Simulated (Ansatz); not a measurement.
By hand: reaction energy

Subject: the reaction energy. Reaction: 1/4 SiH4 (gas) → 1/4 Si (diamond) + H (atom). A negative value means that the right-hand side lies lower.

An isolated H atom (doublet) in a box of 11 × 11 × 12 Å.

Ansatz (a program for electronic structure) with PAW potentials; structures come from PBE relaxations, nuclei static, no net charge. Ansatz runs with its PAW set soft_1. A dispersion term (D3(BJ), or D4 for r2SCAN) was computed beside these levels and is taken off wherever the name lacks it.

Total energies of the cells in eV, at zero smearing width. They compare only within one column; the weights balance every element.

```json
[
 {"cell": "Si (diamond)", "atoms": "2", "weight": "+1", "PBE": "-1271.62301"},
 {"cell": "H (atom)", "atoms": "1", "weight": "+8", "PBE": "-13.60409"},
 {"cell": "SiH4 (gas)", "atoms": "5", "weight": "−2", "PBE": "-699.25026"}
]
```

PBE: (-1271.62301) + 8 × (-13.60409) − 2 × (-699.25026) = 18.045 eV; dividing by 8 gives 2.26 eV.

What follows from the PBE value: Per mole of the reaction as written, 2.256 eV × 96.485 = 217.7 kJ.
